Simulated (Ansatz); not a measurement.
The parent structure is PtGe (space group Pnma, No. 62; a = 5.819 Å, b = 3.757 Å, c = 6.175 Å). Axes: x, y, z lie along a, b, c of the conventional cell.

(Cell as relaxed with PBE.)

Levels (all Ansatz, a first-principles code, PAW, earlier PAW set): PBE (420 eV, no spin-orbit coupling); r2SCAN (500 eV, no spin-orbit coupling).

Each level relaxes its own structure.

```csv
base,PBE,r2SCAN
volume per atom,16.88 Å³,16.42 Å³
band gap,zero,zero
```

Now apply this change: the cell is stretched by 4.95 % along y with no lateral relaxation; the atoms relax in the strained cell.

| quantity | PBE | r2SCAN |
|---|---|---|
| pressure (mean of the normal stresses, compression positive) | -5.9 GPa | ? |
| energy relative to the base (free energy F) | +23 meV/atom | ? |
| shortest interatomic distance | 2.515 Å | ? |
| band gap | zero | ? |
| largest internal atomic displacement | 0.038 Å | ? |

Given the PBE results, estimate those of r2SCAN.


- pressure (mean of the normal stresses, compression positive), r2SCAN: -6.7 GPa
- energy relative to the base (free energy F), r2SCAN: +25 meV/atom
- shortest interatomic distance, r2SCAN: 2.485 Å
- band gap, r2SCAN: zero
- largest internal atomic displacement, r2SCAN: 0.037 Å

PBE's pressure lies 0.73 GPa above r2SCAN's; PBE's energy relative to the base lies 2.4 meV/atom below r2SCAN's; PBE's shortest interatomic distance lies 0.030 Å above r2SCAN's (1.2 %); the two agree on the band gap. Neither level is exact; r2SCAN is the comparison here, not a measurement.

Without a gap, meshes like the base's 8×12×8 leave anisotropic stresses uncertain by several tenths of a GPa, and small strain energies with them. No phonon test of stability was made. All final runs are without spin polarisation.
